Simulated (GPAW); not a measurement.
Band structure of TlS (I4/mcm, 8 atoms in the cell).

```xyz
8
Lattice="-3.8930 3.8930 3.4000 3.8930 -3.8930 3.4000 3.8930 3.8930 -3.4000" Properties=species:S:1:pos:R:3 pbc="T T T"
Tl     0.0000     3.8930     1.7000
Tl     3.8930     0.0000     1.7000
Tl     0.0000     0.0000     1.7000
Tl     0.0000     0.0000     5.1000
S      1.3937     5.2867     0.0000
S      2.4993     1.3937     0.0000
S      2.4993    -1.3937     3.4000
S      1.3937     2.4993     3.4000
```

Method: LDA (Perdew-Wang 92), GPAW PAW datasets LDA (gpaw-data 1.0.1) (plane waves; GPAW).

Settings: mode = pw; ecut = 600 eV; xc = LDA; kpts = 3 3 3; mesh shift (steps) = 0 0 0; occupations.name = fermi-dirac; occupations.width = 0.1 eV; nbands = -6; convergence.forces = 0.001 eV/Å; convergence.bands = -4; symmetry.symmorphic = false; symmetry.tolerance = 0.0005; maxiter = 150; bandpath_npoints = 50.

The starting cell comes from a database of published, mostly measured structures (it also holds non-ambient and calculated ones), without a prior relaxation at this level. Spin-orbit coupling is off.

Problem. Predict the gap along the standard path and the places of the band edges.

Solution. The gap along the path is 0.14 eV, from M to a point between M|X and P; the smallest direct gap on it is 0.59 eV.

Levels in eV from the top of the valence band on the SCF mesh, bands 35 to 42:
| point | 35 | 36 | 37 | 38 | 39 | 40 | 41 | 42 |
|---|---|---|---|---|---|---|---|---|
| Γ | -1.16 | -1.16 | -1.15 | -0.84 | 1.15 | 1.73 | 3.29 | 4.49 |
| X | -1.50 | -1.25 | -1.19 | -0.46 | 1.10 | 1.34 | 2.01 | 2.99 |
| M | -1.39 | -1.39 | -0.91 | 0.33 | 0.94 | 1.64 | 2.31 | 2.58 |
| Z | -1.37 | -1.37 | -0.91 | 0.29 | 0.88 | 1.94 | 2.09 | 2.24 |
| P | -1.57 | -1.57 | -0.83 | -0.83 | 1.11 | 1.11 | 4.01 | 4.01 |
| N | -1.28 | -1.28 | -0.90 | -0.90 | 1.25 | 1.25 | 3.34 | 3.34 |
| Z1 | -1.37 | -1.37 | -0.91 | 0.29 | 0.88 | 1.94 | 2.09 | 2.24 |
